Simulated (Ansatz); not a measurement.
The reference is InAs in the zinc blende structure (space group F-43m, No. 216; a = 6.110 Å). Axes: x, y, z lie along the cube axes.

Method: Ansatz (an electronic-structure program) r2SCAN, no spin-orbit coupling.

For the base:

The shortest interatomic distance is 2.646 Å.

Perturbation: a pure shear with ε_xy = ε_yx = 0.0029; the atoms relax in the strained cell.

### Question
What does the calculation give for the energy relative to the base after the change?

### Answer
The energy hardly moves.

### Question
What happens to the shortest interatomic distance?

### Answer
The shortest interatomic distance is nearly the same (2.646 Å against 2.644 Å).

### Question
What does the calculation give for the stress after the change?

### Answer
The stress (xx, yy, zz, yz, xz, xy; compression positive) is (0.00, 0.00, 0.00, 0.00, 0.00, -0.22) GPa.

Whether these cells are dynamically stable was not tested.
